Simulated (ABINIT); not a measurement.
Input and output of a self-consistent single point for Mg₂Cu (Ibam, 6 atoms in the cell) (ABINIT).

Level of theory: PBEsol, PAW (JTH v2.0 PBE PAW, files made for PBE) (plane waves; ABINIT).

The change in words: lattice scaled by 0.98. Reference geometry:
```
CELL_PARAMETERS angstrom
     -3.19527     3.20147     2.59491
      3.19527    -3.20147     2.59491
      3.19527     3.20147    -2.59491
ATOMIC_POSITIONS crystal
  Mg 0.66795 0.83211 0.50006
  Mg 0.33205 0.16789 0.49994
  Mg 0.83205 0.33211 0.16416
  Mg 0.16795 0.66789 0.83584
  Cu 0.75000 0.75000 0.00000
  Cu 0.25000 0.25000 0.00000
```

Reference input (self-consistent single point, DFT, PBEsol, plane waves, PAW (JTH v2.0 PBE PAW, files made for PBE)): pseudos = [Mg.GGA_PBE-JTH.xml, Cu.GGA_PBE-JTH.xml]; ecut = 30 Ha; pawecutdg = 60 Ha; ixc = -116133; occopt = 3; tsmear = 0.1 eV; ngkpt = 5 5 5; nshiftk = 1; shiftk = 0 0 0; potentials = JTH v2.0 PBE PAW; nband = 49; kptopt = 1. This run's input differs from it in these lines:

```diff
@@ -3,7 +3,7 @@
 pseudos "Mg.GGA_PBE-JTH.xml, Cu.GGA_PBE-JTH.xml"
-acell 9.8542910968 9.8542910968 9.8542910968
+acell 9.6572064842 9.6572064842 9.6572064842
 rprim
-        -0.6127467856    0.6139357400    0.4976186129
-         0.6127467856   -0.6139357400    0.4976186129
-         0.6127467856    0.6139357400   -0.4976186129
+        -0.6127467872    0.6139357413    0.4976186093
+         0.6127467872   -0.6139357413    0.4976186093
+         0.6127467872    0.6139357413   -0.4976186093
 natom 6
```

Output (repeated stretches shortened):

```
--- !BeginCycle
solver: {iscf: 17, nstep: 100, nline: 4, wfoptalg: 10, }
tolerances: {tolvrs: 1.00E-11, }
...

     iter   Etot(hartree)      deltaE(h)  residm     nres2
 ETOT  1  -644.63605202004    -6.446E+02 3.771E+00 7.036E+01
 ETOT  2  -649.61532743760    -4.979E+00 7.209E-02 6.429E+01
 ETOT  3  -649.51173442023     1.036E-01 1.779E-01 2.024E+01
 ETOT  4  -649.49312051333     1.861E-02 2.122E-02 3.416E+00
 ETOT  5  -649.48170164731     1.142E-02 3.838E-03 1.136E-01
   [... 9 lines left out ...]
 ETOT 15  -649.48170773113     1.239E-11 2.516E-04 4.468E-09
 ETOT 16  -649.48170773112     8.072E-12 8.412E-04 1.571E-09
 ETOT 17  -649.48170773113    -4.547E-12 1.432E-04 3.037E-11
 ETOT 18  -649.48170773112     3.411E-13 2.996E-04 6.553E-12
 At SCF step   18       nres2   =  6.55E-12 < tolvrs=  1.00E-11 =>converged.

 Cartesian components of stress tensor (hartree/bohr^3)
  sigma(1 1)= -1.37988317E-04  sigma(3 2)=  0.00000000E+00
  sigma(2 2)= -1.38951775E-04  sigma(3 1)=  0.00000000E+00
  sigma(3 3)= -1.18213977E-04  sigma(2 1)=  0.00000000E+00

 ----iterations are completed or convergence reached----

 reduced coordinates (array xred) for    6 atoms
       0.667950000000      0.832110000000      0.500060000000
       0.332050000000      0.167890000000      0.499940000000
       0.832050000000      0.332110000000      0.164160000000
       0.167950000000      0.667890000000      0.835840000000
       0.750000000000      0.750000000000      0.000000000000
       0.250000000000      0.250000000000      0.000000000000
 cartesian forces (eV/Angstrom) at end:
   [... lines left out ...]
 Fermi (or HOMO) energy (hartree) =   0.21450   Average Vxc (hartree)=  -0.35519
 Fermi (or HOMO) energy (eV) =   5.83687   Average Vxc (eV)=  -9.66518
   [... lines left out ...]
'-kT*entropy'       : -2.20291003322319E-03
total_energy        : -6.49481706594918E+02
total_energy_eV     : -1.76732960282022E+04
...

-Cartesian components of stress tensor (GPa)         [Pressure=  3.8753E+00 GPa]
- sigma(1 1)= -4.05975576E+00  sigma(3 2)=  0.00000000E+00
- sigma(2 2)= -4.08810169E+00  sigma(3 1)=  0.00000000E+00
- sigma(3 3)= -3.47797470E+00  sigma(2 1)=  0.00000000E+00

 Calculation completed.
```

The run converged in 18 iterations. 

The starting cell comes from a database of computed structures (which also holds hypothetical and non-ambient phases and stackings), without a prior relaxation at this level. For this run, on top of that: lattice scaled by 0.98. Spin polarisation is off. The potentials were made for another functional than the one used. With a pressure of about 4 GPa the cell is away from its equilibrium volume at this level.

These are the values that this program gave, and no reference: the one-centre exchange-correlation terms come from a truncated expansion.

Cost on one core of a shared machine: roughly 8 min.
